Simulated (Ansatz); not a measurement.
# MoTe₂ (model structure, started from the CdCl2 type, R-3m, No. 166, 3 atoms in the cell): properties by level of theory

| level (code) | lattice parameter a (Å) | c axis length (Å) |
|---|---|---|
| PBE (Ansatz) | 3.509 | 22.013 |
| PBEsol (Ansatz) | 3.441 | 20.848 |
| PBE-D3(BJ) (Ansatz) | 3.444 | 20.548 |

Caveats: a distance lies near a switch of the dispersion term, which can move the cell (PBE-D3(BJ)). Ansatz's density-functional and Hartree–Fock values are scalar-relativistic unless marked +SOC, with PAW data made under PBE.

A model structure was made by putting elements into a prototype or built by hand; it is no filed structure, need not be a known phase, and can be a saddle point held by its symmetry.

Ansatz is a quantum-chemistry and plane-wave program.
